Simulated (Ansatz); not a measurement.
# Response to strain in Mo

The parent structure is Mo in the bcc (W type) structure (space group Im-3m, No. 229; relaxed with 0.1 eV smearing).

```
Mo
1.0
   -1.57548     1.57548     1.57548
    1.57548    -1.57548     1.57548
    1.57548     1.57548    -1.57548
Mo
1
Direct
  0.00000   0.00000   0.00000
```

Cartesian axes are those of the cell as printed.

Strains are applied to the cell and any free atomic positions relax.

The values are results of r2SCAN (Ansatz, a quantum-chemistry and plane-wave program), spin-orbit coupling left out, not measurements.

Notes on the quantities. pressure: mean of the normal stresses, compression positive.

```tsv
variant	volume per atom	pressure
base	15.64 Å³	0.0 GPa
uniaxial strain ε_zz = −3.00 %	15.17 Å³	9.0 GPa
uniaxial strain ε_zz = −2.50 %	15.25 Å³	7.4 GPa
uniaxial strain ε_zz = −2.00 %	15.33 Å³	5.8 GPa
uniaxial strain ε_zz = −1.50 %	15.41 Å³	4.3 GPa
uniaxial strain ε_zz = −1.00 %	15.49 Å³	2.8 GPa
uniaxial strain ε_zz = −0.50 %	15.56 Å³	1.4 GPa
```

Whether these cells are dynamically stable was not tested. All final runs are without spin polarisation.
